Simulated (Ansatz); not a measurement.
WGe2 (model structure, started from the Al2Cu type, I4/mcm, No. 140, 6 atoms in the cell): properties by level of theory

```json
[
 {"level (code)": "PBE (Ansatz)", "lattice constant a (Å)": "6.211", "c axis length (Å)": "5.276", "enthalpy of formation (eV/atom)": "0.118"},
 {"level (code)": "PBEsol (Ansatz)", "lattice constant a (Å)": "?", "c axis length (Å)": "5.220", "enthalpy of formation (eV/atom)": "0.049"},
 {"level (code)": "PBE-D3(BJ) (Ansatz)", "lattice constant a (Å)": "6.148", "c axis length (Å)": "5.233", "enthalpy of formation (eV/atom)": "0.058"}
]
```

Task: Complete the blanks.

Result: 
- PBEsol (Ansatz, a quantum-chemistry and plane-wave program), lattice constant a (Å): 6.139

Ansatz's density-functional and Hartree–Fock values are scalar-relativistic unless marked +SOC, with PAW data made under PBE.

The computed numbers hold no vibrational or temperature effects.

A model structure was made by putting elements into a prototype or built by hand; it is no filed structure, need not be a known phase, and can be a saddle point held by its symmetry.
